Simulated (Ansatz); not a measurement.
Defect migration in 4H silicon carbide: N-vacancy pair (N on one host C site, one C site vacant), charge state -1. The step: one C atom jumps into the vacancy from a nearby C site (N-vacancy distance between ideal sites 3.09 Å throughout); the atom moves 2.87 Å along (0.93, 0.93, 0.00) of the unit cell; the moving atom starts with neighbours Si at 1.89, Si at 1.93, Si at 1.96, Si at 1.99 Å and ends with Si at 1.89, Si at 1.93, Si at 1.96, Si at 1.99 Å. A PBE band in Ansatz (plane-wave PAW, the Γ point alone, 72 host sites, 52 SCF runs with any check of the saddle's order, static, no finite-size correction) gives a forward barrier of 2.67 eV. The saddle point's order was not checked, and it lies on a symmetry element of the cell, where a band can be held. The charge state is imposed; whether it is stable for some Fermi level was not computed. Forms of the defect that were not tried may lie lower. The start lies 0.84 eV above the lowest site run (PBE).

Single points at the band's start and saddle point can refine it. Rough cost of one point, in units of the band's mean SCF on the same machine:

```
Level                                                     Cost of one point
--------------------------------------------------------  -----------------
PBE, a 2×2×2 k-point mesh shifted by half a step along c            about 7
r2SCAN at 500 eV, the Γ point alone                                 about 4
```

Problem. Which of these move the barrier by more than 0.1 eV, and how far does each move it?

Solution. PBE, a 2×2×2 k-point mesh shifted by half a step along c: +0.68 eV; r2SCAN at 500 eV, the Γ point alone: +0.40 eV. Each functional is compared with PBE at the same k-points.

Ansatz is a first-principles code.
